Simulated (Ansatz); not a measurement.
Hypothetical simple cubic Pd: pressure series

Take Pd in the simple cubic structure (space group Pm-3m, No. 221; a = 2.6143 Å; a hypothetical phase, not in the database extracts checked) as the base.

Cell and atoms are relaxed at each pressure.

Computed with Ansatz (a program for electronic structure) PBE, scalar-relativistic without spin-orbit coupling.

| P (GPa) | V (Å³/atom) |
|---|---|
| -2.01 | 18.181 |
| -1.01 | 18.020 |
| 0.30 | 17.823 |
| 0.70 | 17.765 |
| 1.50 | 17.654 |
| 2.99 | 17.456 |
| 5.01 | 17.210 |
| 7.51 | 16.931 |
| 10.01 | 16.679 |

A third-order Birch–Murnaghan fit to these points gives V₀ = 17.87 Å³/atom, B₀ = 121 GPa and B₀′ = 5.4. At pressure 10 GPa the volume is 93.4 % of V₀.

Load acts through the strain it causes; cell and atoms are relaxed under it. No phonon test of stability was made. No other phases were tried under pressure. The final runs are not spin-polarised. Pd has a high density of states at the Fermi level and may be magnetic at this level.
